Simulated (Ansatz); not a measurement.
Here is the system:

```
CELL_PARAMETERS angstrom
      3.90082     0.00000     0.00000
     -1.95041     3.37821     0.00000
      0.00000     0.00000     6.07294
ATOMIC_POSITIONS crystal
  La 0.33333 0.66667 0.24578
  La 0.66667 0.33333 0.75422
  O  0.00000 0.00000 0.00000
  O  0.33333 0.66667 0.64543
  O  0.66667 0.33333 0.35457
```

No spin polarisation.

Computed with plane-wave PAW DFT at the PBEsol level (Ansatz, an electronic-structure program, 420 eV), no spin-orbit coupling. Γ-centred 10×10×6 mesh, Fermi–Dirac width 0.05 eV.

Task: What is the computed smallest direct gap?

Result: 3.86 eV.

Task: Estimate the band gap.

Result: 3.79 eV.

Task: What width of the top valence band does the calculation give?

Result: 0.41 eV.

Load acts through the strain it causes; cell and atoms are relaxed under it. Stability under load was not tested beyond the relaxation. The cell was made from La2O3 (space group P-3m1, No. 164) by this change: uniaxial stress, 0.5 GPa tension along z.
